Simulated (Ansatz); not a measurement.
Data:

```xyz
12
Lattice="5.2829 0.0000 0.0000 0.0000 5.2829 0.0000 0.0000 0.0000 5.2829" Properties=species:S:1:pos:R:3 pbc="T T T"
Si     1.3207     0.0000     2.6414
Si     2.6414     1.3207     0.0000
Si     2.6414     3.9621     0.0000
Si     3.9621     0.0000     2.6414
Si     0.0000     2.6414     3.9621
Si     0.0000     2.6414     1.3207
C      1.3207     2.6414     0.0000
C      0.0000     1.3207     2.6414
C      0.0000     3.9621     2.6414
C      3.9621     2.6414     0.0000
C      2.6414     0.0000     3.9621
C      2.6414     0.0000     1.3207
```

No spin polarisation.

The values are results of Ansatz (a quantum-chemistry and plane-wave program) PBEsol, no SOC, not measurements. Settings: 5×5×5 k-points, 0.05 eV Fermi–Dirac smearing.

Task: Predict the electron mass, band gap and smallest direct gap.

Result: The electron mass is 0.49 mₑ along k, 0.35 mₑ across (off the special points) and the band gap is 1.76 eV. The smallest direct gap comes out as 1.96 eV.

Load acts through the strain it causes; cell and atoms are relaxed under it. Masses are band curvatures over ±0.01 Å⁻¹ around the edge. Along k means along the line from Γ to the band edge. Stability against distortions was not tested. Competing high-pressure phases were not computed. The cell was made from SiC (space group Pm-3n, No. 223; a hypothetical phase, not in the database extracts checked) by this change: pressure 5 GPa.
